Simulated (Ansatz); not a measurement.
Cubic perovskite KMgF3 was calculated with rVV10 (Ansatz, a first-principles code, plane waves, PAW).

Run with plane-wave cutoff 520 eV, 8×8×8 k mesh, Fermi–Dirac smearing 0.01 eV, scalar-relativistic PAW data made under PBE.

Computed at the level's own relaxed cell.

```yaml
crystal:
  lattice:
    - [4.01285, 0.00000, 0.00000]
    - [0.00000, 4.01285, 0.00000]
    - [0.00000, 0.00000, 4.01285]
  atoms:
    - { symbol: K, position: [0.00000, 0.00000, 0.00000] }
    - { symbol: Mg, position: [0.50000, 0.50000, 0.50000] }
    - { symbol: F, position: [0.50000, 0.00000, 0.50000] }
    - { symbol: F, position: [0.00000, 0.50000, 0.50000] }
    - { symbol: F, position: [0.50000, 0.50000, 0.00000] }
```

**Question.** List the 18 lowest band energies at Γ above −25 eV (eV, relative to the valence band maximum), grouping those that round alike.

**Answer.** At Γ: -20.03, -19.39 (×2), -9.09 (×3), -2.37 (×3), -0.61 (×3), -0.32 (×3), 6.92, 9.85 (×2).
